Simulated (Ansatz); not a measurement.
ZnO in the wurtzite structure, quasi-harmonic lattice dynamics with DFT at the LDA level (Ansatz, a quantum-chemistry and plane-wave program). Dynamical quadrupoles are not included in the interpolation of the phonons between the solved wave vectors.

| T (K) | α_a (10⁻⁶/K) | α_c (10⁻⁶/K) | C_P (J/mol/K) | bulk modulus B_T (GPa) | γ |
|---|---|---|---|---|---|
| 50 | -0.9 | -1.2 | 7.9 | (withheld) | -0.82 |
| 100 | -0.7 | -1.1 | 18.0 | 157 | -0.30 |
| 200 | 2.1 | 0.9 | 32.1 | 155 | 0.34 |
| 450 | 5.6 | 3.6 | 45.0 | 149 | 0.67 |
| 500 | (withheld) | 3.8 | 46.0 | 148 | 0.69 |
| 550 | 6.1 | 4.0 | 46.7 | 147 | 0.71 |
| 600 | 6.4 | 4.2 | 47.3 | 145 | 0.72 |
| 650 | 6.6 | 4.4 | 47.7 | 144 | 0.74 |

Fill in the missing entries.


- 50, bulk modulus B_T (GPa): 158
- 500, α_a (10⁻⁶/K): 5.9

The crystal is held in this phase throughout; melting and phase transitions are not modelled.

The PAW data sets were generated under PBE and serve the other functionals too.
